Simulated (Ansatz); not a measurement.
```
CELL_PARAMETERS angstrom
      2.81731     1.62657     2.30835
     -2.81731     1.62657     2.30835
      0.00000    -3.25315     2.30835
ATOMIC_POSITIONS crystal
  Ba 0.99445 0.99445 0.99445
  Ti 0.49483 0.49483 0.49483
  O  0.49404 0.99374 0.49404
  O  0.49404 0.49404 0.99374
  O  0.99374 0.49404 0.49404
```

No spin polarisation.

0.127 electrons added to each cell, a density of 2.0×10^21 cm⁻³, with a uniform compensating background at fixed cell and a 300 K Fermi–Dirac width.

Computed with Kohn–Sham DFT with the PBEsol functional, run in Ansatz (a program for electronic structure) with PAW and 420 eV plane waves, no SOC. Settings: 12×12×12 k-points, 0.0259 eV Fermi–Dirac smearing.

### Question
Estimate the gap between the host's bands.

### Answer
1.94 eV.

### Question
What is the computed Fermi level relative to the doped band's edge (positive inside the band; to 0.05 eV)?

### Answer
+0.20 eV.

### Question
Estimate the gap character.

### Answer
Indirect, T → Γ.

Charged cell with a jellium background: band edges are those of the host's band count, energies are not comparable with the neutral cell, and many-body gap narrowing is missing. Whether these cells are dynamically stable was not tested. All final runs are without spin polarisation. The cell was made from BaTiO3 (space group R3m, No. 160) by this change: electrons 2.0×10^21 cm⁻³. This is not the structure that BaTiO3 has at room temperature and ambient pressure.
